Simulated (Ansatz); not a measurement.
# Pt: element substitutions

Consider Pt in the fcc (Cu type) structure (space group Fm-3m, No. 225; a = 3.918 Å).

Each row replaces one element on all its sites; cell and atoms are relaxed.

Levels (all Ansatz, an electronic-structure program, PAW): PBEsol (420 eV, no SOC); r2SCAN (500 eV, spin-orbit coupling left out).

Pressures by level, all at the geometries relaxed with PBEsol:

```
case      PBEsol   r2SCAN
-------  -------  -------
base     0.0 GPa  4.8 GPa
Pt → Pd  0.0 GPa  4.9 GPa
Pt → Ni  0.0 GPa  3.0 GPa
Pt → Ag  0.0 GPa  4.2 GPa
```

Other magnetic orders, which the real material may have, were not ruled out. Single points use the geometry relaxed with PBEsol. Their cutoffs differ, which shifts pressures a little. Whether these cells are dynamically stable was not tested. Spin-polarised in the final run: PBEsol Ni and r2SCAN Ni; the other runs are not. Pd has a high density of states at the Fermi level and may be magnetic at this level.
